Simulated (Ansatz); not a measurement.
The starting structures come from a database of crystals and need not be the phases stable at ambient conditions.

 Where the default PAW files enter, the runs use the earlier of Ansatz's two default sets.

Consider the following.

```
AlRbF4
1.0
    5.15710     0.00000     0.00000
    0.00000     6.27332     0.00000
    2.57855     0.00000     2.57855
Rb Al F
1 1 4
Direct
  0.00000   0.00000   0.00000
  0.50000   0.50000   0.00000
  0.50000   0.78163   0.00000
  0.50000   0.21837   0.00000
  0.50000   0.50000   0.50000
  0.00000   0.50000   0.50000
```

Space group of this cell: P4/mmm. The cell is taken as given.

Transport runs along the normal of the first two printed cell vectors, the (110) plane of the conventional cell.

The gap is the functional's own. No spin-orbit coupling. Mid-gap values are interpolated on the energy grid.

Problem. Give the band gap and the smallest decay constant κ at mid-gap that r2SCAN (Ansatz, a first-principles code) yields.

Solution. Gap 8.09 eV on a 12×6×12 mesh; κ = 0.545 1/Å, at the zone centre.
